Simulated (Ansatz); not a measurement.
CsCl-type NiAl, treated with LDA in Ansatz (plane waves, PAW).

Settings: plane-wave cutoff 520 eV, 22×22×22 k mesh, Fermi–Dirac smearing 0.072 eV (set by the program), no spin polarisation, scalar-relativistic PAW data made under PBE.

The cell has the measured lattice: a = b = c = 2.8860 Å, α = β = γ = 90.00°.

**Question.** Give the computed Poisson ratio, Young modulus, Voigt–Reuss–Hill shear modulus (Hill average), elastic constant C12, elastic constant C44 and elastic constant C11.

**Answer.** 
* **Poisson ratio**: 0.293
* **Young modulus**: 179 GPa
* **Voigt–Reuss–Hill shear modulus (Hill average)**: 69.4 GPa
* **elastic constant C12**: 122 GPa
* **elastic constant C44**: 111 GPa
* **elastic constant C11**: 190 GPa

Note: the cell isn't this level's own, so it is under some stress, which shifts stiffness and frequencies.

Elastic constants are with the ions relaxed.

The computed numbers hold no vibrational or temperature effects.

Computing time: around 3 core-minutes (rough).

Ansatz is a program for electronic structure.
